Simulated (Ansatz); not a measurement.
The starting structures come from a database of crystals and need not be the phases stable at ambient conditions.

 Where the default PAW files enter, the runs use the earlier of Ansatz's two default sets.

By PBEsol, the system below comes out a metal.

Without scattering a metal conducts by its projected Fermi surface.

Given:

```
TaN
1.0
    2.91475     0.00000     0.00000
    0.00000     5.20850     0.00000
    0.00000    -2.60425     4.37537
Ta N
3 3
Cartesian
  0.00000   0.00000   0.00000
  1.45738   2.60425   1.45846
  1.45738   0.00000   2.91692
  0.00000  -1.02188   1.71685
  0.00000   1.58237   2.65852
  0.00000   2.04376   0.00000
```

Space group of this cell: Amm2. The cell is strained (lengths along the current scaled by 0.97, ions clamped); by PBEsol its mean pressure is 4.4 GPa.

The current flows along the normal of the first two printed cell vectors. No spin-orbit coupling; the value is a mean over 0.1 eV about the Fermi level.

Question: Estimate the ballistic conductance per area that PBEsol in Ansatz (an electronic-structure program) returns for this system.

Answer: 0.19 × 10¹⁵ S/m² for both spins.
